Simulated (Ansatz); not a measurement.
Cost and result by functional for the adsorption energy of NH3 on the 1x1 (110) surface of 3C silicon carbide (cut with top plane C + Si), one in a 2x2 cell, started at the site 'bridge C-Si (span 3.9 Å)', in Ansatz (plane waves, PAW). Single points on the PBE structure, on one kind of machine; costs are rough ratios of the slab run's core time (references not counted) to the cheapest single point. r2SCAN's cost holds its higher cutoff (500 against 420 eV). Differences are taken against HSE06 for comparison alone: no measured value is at hand, so the table doesn't rank accuracy. HSE06 ran on a coarser k-mesh, which lowers its cost and may carry part of its shift.

Host crystal: 3C silicon carbide, with a band gap (PBE, scalar-relativistic without spin-orbit coupling).

Slab: 52 atoms, 7.7 Å thick at the start under the adsorbate (thin: gaps and levels are the slab's own); k 3x3x1, smearing 0.01 eV, dipole-corrected; 24 atoms held, the rest relaxed; no symmetry held; no spin, no spin-orbit, no U, no dispersion correction. At the end it is bonded to Si. In PBE it is, or lies within 0.03 eV of, the lowest of the starts that converged. These notes are the PBE run's. Adsorption energies are against NH3(g). A negative adsorption energy means that the adsorbate is more stable on the surface than in its reference.

```tsv
functional	relative cost	adsorption energy (eV)	less HSE06 (eV)
RPBE	1	-1.57	0.46
r2SCAN	2	-2.11	-0.08
HSE06	20	-2.03	0.00
PBE (the relaxed run's value)	–	-1.90	0.13
```

The values span 0.53 eV, while the single points' costs differ by a factor of roughly 20. Differences are of unrounded values.

Ansatz is a program for electronic structure.
